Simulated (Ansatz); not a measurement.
Start from PbS in the zinc blende structure (space group F-43m, No. 216; a = 6.5430 Å; a hypothetical phase, not in the database extracts checked).

Perturbation: a negative pressure, −1 GPa.

Levels (all Ansatz, an electronic-structure program, PAW): PBEsol (420 eV, no spin-orbit coupling); HSE06 (420 eV, no SOC).

The geometry is relaxed with PBEsol.

| Item | Result |
|---|---|
| PBEsol band gap | 0.70 eV |

### Question
Predict the band gap from HSE06.

### Answer
The band gap increases by 0.59 eV (0.70 eV → 1.29 eV).

Single points use the geometry relaxed with PBEsol. HSE06 was sampled on its mesh, a few special points and the semilocal edge points, so its gap is an upper bound. Spin-orbit coupling, missing from the scalar runs, can matter with Pb. Load acts through the strain it causes; cell and atoms are relaxed under it. Whether these cells are dynamically stable was not tested.
